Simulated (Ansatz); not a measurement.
For HfGeO₃ (model structure, started from the PbTiO3 type, P4mm, No. 99, 5 atoms in the cell), LDA (PAW; Ansatz, a quantum-chemistry and plane-wave program) gives:

| Property | Result |
|---|---|
| lattice constant a | 3.955 Å |
| lattice parameter c | 4.212 Å |
| bulk modulus B0 | 133 GPa |
| cohesive energy | 7.28 eV/atom |
| band gap | 1.38 eV |

### Question
What does r²SCAN (plane waves, PAW; Ansatz) give for the same quantities?

### Answer

- lattice constant a: 4.015 Å (increases by 1.5 %)
- lattice parameter c: 4.251 Å (grows by 0.9 %)
- bulk modulus: 127 GPa (shrinks by 4.5 %)
- cohesive energy: 6.18 eV/atom (decreases by 1.10 eV/atom)
- band gap: 1.66 eV (grows by 0.28 eV)

Changes are worked out from the printed values.

Unless a cell is named, each level is at its own relaxed cell (LDA 13.17, r²SCAN 13.71 Å³/atom).

Levels without +SOC leave out spin–orbit coupling, which shifts energies and cells of such heavy elements.

Levels without +SOC have no spin–orbit coupling; where heavier elements are present it shifts gaps, mostly down, and can invert bands. Density-functional gaps are differences of (generalised) Kohn–Sham levels.

Caveats: the bulk modulus is −V dP/dV from two relaxed cells at ±2 % in volume (LDA, r²SCAN). Ansatz's density-functional and Hartree–Fock values are scalar-relativistic unless marked +SOC, with PAW data made under PBE.

A model structure was made by putting elements into a prototype or built by hand; it is no filed structure, need not be a known phase, and can be a saddle point held by its symmetry.
